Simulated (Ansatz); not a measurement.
## GaSb: response to strain

The parent structure is GaSb in the zinc blende structure (space group F-43m, No. 216).

```
GaSb
1.0
    0.00000     3.02440     3.02440
    3.02440     0.00000     3.02440
    3.02440     3.02440     0.00000
Ga Sb
1 1
Direct
  0.00000   0.00000   0.00000
  0.25000   0.25000   0.25000
```

Strains are applied to the cell and any free atomic positions relax.

The values are results of LDA in Ansatz (plane waves to 420 eV, PAW, no SOC), not measurements.

Notes on the quantities. band gap: uncertain: the Fermi level lies in a band; the base alone; energy relative to the base: free energy F.

| change | band gap | energy relative to the base | pressure | shortest interatomic distance |
|---|---|---|---|---|
| base | 0.07 eV | 0 meV/atom | 0.00 GPa | 2.619 Å |
| isotropic strain −2.50 % | 0.53 eV | +30 meV/atom | 5.07 GPa | 2.554 Å |
| isotropic strain −2.00 % | 0.49 eV | +19 meV/atom | 3.90 GPa | 2.567 Å |
| isotropic strain −1.50 % | 0.40 eV | +10 meV/atom | 2.81 GPa | 2.580 Å |
| isotropic strain +0.50 % | zero | +1.0 meV/atom | -0.8 GPa | 2.632 Å |
| isotropic strain +1.00 % | zero | +4.1 meV/atom | -1.5 GPa | 2.645 Å |
| isotropic strain +1.50 % | zero | +9.2 meV/atom | -2.2 GPa | 2.658 Å |
| isotropic strain +2.00 % | zero | +16 meV/atom | -2.9 GPa | 2.672 Å |
| isotropic strain +2.50 % | zero | +25 meV/atom | -3.5 GPa | 2.685 Å |
| isotropic strain +3.00 % | zero | +35 meV/atom | -4.0 GPa | 2.698 Å |

With Sb present, leaving out spin-orbit coupling can change the band edges. Whether these cells are dynamically stable was not tested. All final runs are without spin polarisation. A zero or small gap of GaSb can be the functional's error rather than a property of the material.

Ansatz is a program for electronic structure.
